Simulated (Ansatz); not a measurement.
# A constructed model of the (111) surface of fcc Ag, a pseudomorphic layer of Ta in the host's stacking (bottom of the slab: a bare face, its two planes held)

The numbers are results of PBE (plane waves to 420 eV, PAW; Ansatz, a program for electronic structure), not measurements.

Model: 7-atom slab, 14.8 Å thick at the start with caps and adatoms, 15x15x1 mesh, Fermi-Dirac 0.1 eV, dipole correction, 2 atoms held, the rest relaxed; start symmetry kept, larger cells not searched; no spin, no spin-orbit, no U. In PBE it is, or lies within 0.01 eV a 1x1 cell of, the lowest of the 2 structures of its composition computed so far; subsurface sites and larger cells were not tried.

```yaml
work_function_of_the_top_face: 5.16 eV
energy_released_by_relaxation: 0.19 eV
cost: very roughly 2.2 core-minutes
```
